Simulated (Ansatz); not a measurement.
Consider HgO (space group P3_121, No. 152; a = 3.6148 Å, c = 8.7439 Å; a cell from a computed database, its experimental status unchecked; made of chains).

All numbers come from PBEsol, PAW, 420 eV (Ansatz, a program for electronic structure; no SOC), earlier PAW set.

One change was made to it. Results:

```
quantity                base    after
-------------------  -------  -------
lattice parameter a  3.615 Å  3.433 Å
c/a ratio              2.419    2.471
```

Q: Which change produced these results?
A. pressure −2 GPa
B. pressure 0.7 GPa
C. pressure 7.5 GPa

A: C, pressure 7.5 GPa. For comparison, the lattice parameter a in the other runs: pressure 0.7 GPa gives 3.586 Å; pressure −2 GPa gives 3.755 Å.

Load acts through the strain it causes; cell and atoms are relaxed under it. No phonon test of stability was made. No other phases were tried under pressure. No dispersion term is included in the PBEsol runs.
